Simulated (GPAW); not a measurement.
A self-consistent single point of K3TaCl6 (Fm-3m, 10 atoms in the cell) with GPAW.

Method of the run: LDA (Perdew-Wang 92)+U, GPAW PAW datasets LDA (gpaw-data 1.0.1) (plane waves; GPAW).

```xyz
10
Lattice="0.0000 5.4330 5.4330 5.4330 0.0000 5.4330 5.4330 5.4330 0.0000" Properties=species:S:1:pos:R:3 pbc="T T T"
K      8.1495     8.1495     8.1495
K      2.7165     2.7165     2.7165
K      5.4330     5.4330     5.4330
Ta     0.0000     0.0000     0.0000
Cl     2.4715     5.4330     5.4330
Cl     8.3946     5.4330     5.4330
Cl     5.4330     2.4715     5.4330
Cl     5.4330     8.3946     5.4330
Cl     5.4330     5.4330     2.4715
Cl     5.4330     5.4330     8.3946
```
Moments meant for the start (each program seeds them in its own way; μB, in the order of the atoms K K K Ta Cl Cl Cl Cl Cl Cl): 0.0 0.0 0.0 1.0 0.0 0.0 0.0 0.0 0.0 0.0.

Reference input (self-consistent single point, DFT LDA (Perdew-Wang 92), plane waves, GPAW PAW datasets LDA (gpaw-data 1.0.1)): spinpol = true; mode = pw; ecut = 600 eV; xc = LDA; kpts = 4 4 4; mesh shift (steps) = 0 0 0; occupations.name = methfessel-paxton; occupations.width = 0.272 eV; occupations.order = 0; nbands = -14; convergence.density = 1e-05 e/electron; symmetry.symmorphic = false. This run's input differs from it in these lines:

```diff
@@ -25,2 +25,3 @@
             xc='LDA',
+            setups={'Ta': ':d,1.0'},
             kpts={'size': (4, 4, 4), 'gamma': True},
```

Output (repeated stretches shortened):

```
     iter     time        total  log10-change:  magmom
                         energy   eigst   dens
iter:   1 --:--:--   -43.076452                   +1.0035
iter:   2 --:--:--   -43.399274   -0.91  -1.33    +1.6229
iter:   3 --:--:--   -42.956251   -1.64  -1.37    +2.0682
iter:   4 --:--:--   -42.796650   -1.93  -1.53    +2.0108
iter:   5 --:--:--   -42.889085   -1.96  -1.70    +2.0061
iter:   6 --:--:--   -42.800182   -2.73  -1.94    +2.0023
iter:   7 --:--:--   -42.791173   -2.17  -2.17    +2.0002
iter:   8 --:--:--   -42.764424c  -3.36  -2.26    +2.0005
iter:   9 --:--:--   -42.764436c  -4.54  -2.92    +2.0002
   [... lines left out ...]
iter:  12 --:--:--   -42.763905c  -5.24  -3.27    +2.0000
iter:  13 --:--:--   -42.763909c  -6.30  -3.58    +2.0000
iter:  14 --:--:--   -42.763896c  -5.91  -3.61    +2.0000
iter:  15 --:--:--   -42.763863c  -6.31  -3.80    +2.0000
iter:  16 --:--:--   -42.763866c  -7.37  -4.27    +2.0000
iter:  17 --:--:--   -42.763866c  -8.14c -4.26    +2.0000
iter:  18 --:--:--   -42.763863c  -7.42c -4.27    +2.0000
iter:  19 --:--:--   -42.763864c  -8.68c -4.77    +2.0000
iter:  20 --:--:--   -42.763864c  -7.86c -4.75    +2.0000
iter:  21 --:--:--   -42.763863c  -8.62c -4.77    +2.0000
iter:  22 --:--:--   -42.763863c  -9.13c -5.12c   +2.0000
Converged after 22 iterations.

Dipole moment: (0.000000, 0.000000, 0.000000) |e|*Ang

Total magnetic moment: (0.000000, 0.000000, 2.000000)
Local magnetic moments:
   0 K  ( 0.000000,  0.000000,  0.001002)
   1 K  ( 0.000000,  0.000000,  0.001002)
   2 K  ( 0.000000,  0.000000,  0.000527)
   3 Ta ( 0.000000,  0.000000,  1.348165)
   4 Cl ( 0.000000,  0.000000,  0.004339)
   5 Cl ( 0.000000,  0.000000,  0.004339)
   6 Cl ( 0.000000,  0.000000,  0.004339)
   7 Cl ( 0.000000,  0.000000,  0.004339)
   8 Cl ( 0.000000,  0.000000,  0.004339)
   9 Cl ( 0.000000,  0.000000,  0.004339)

Energy contributions relative to reference atoms: (reference = -548059.107338)

Kinetic:        +11.492842
Potential:      -13.685450
External:        +0.000000
XC:             -38.413562
Entropy (-ST):   -0.182345
Local:           -2.066521
   [... lines left out ...]
Free energy:    -42.855036
Fermi level: 3.24593
No gap
   [... lines left out ...]
  4 Cl   -0.23094    0.00000    0.00000
  5 Cl    0.23094    0.00000   -0.00000
  6 Cl   -0.00000   -0.23094    0.00000
  7 Cl    0.00000    0.23094   -0.00000
  8 Cl    0.00000    0.00000   -0.23094
  9 Cl   -0.00000    0.00000    0.23094

Stress tensor:
     0.017006     0.000000    -0.000000
     0.000000     0.017006    -0.000000
    -0.000000    -0.000000     0.017006
Stress (GPa, Voigt): [ 2.7246  2.7246  2.7246 -0.     -0.      0.    ]
```

The run converged in 22 iterations. GPAW prints stress with tension positive. Against the reference run the pressure goes from -2.99 to -2.72 GPa, the largest force goes from 0.341 to 0.231 eV/Å and the size of the net moment stays at 0.20 μB/atom.

The starting cell comes from a database of computed structures (which also holds hypothetical and non-ambient phases and stackings), without a prior relaxation at this level. With one magnetic atom in the cell only a parallel order is possible. With U or open f shells several self-consistent states can exist.

Cost on one core of a shared machine: roughly 4 min.
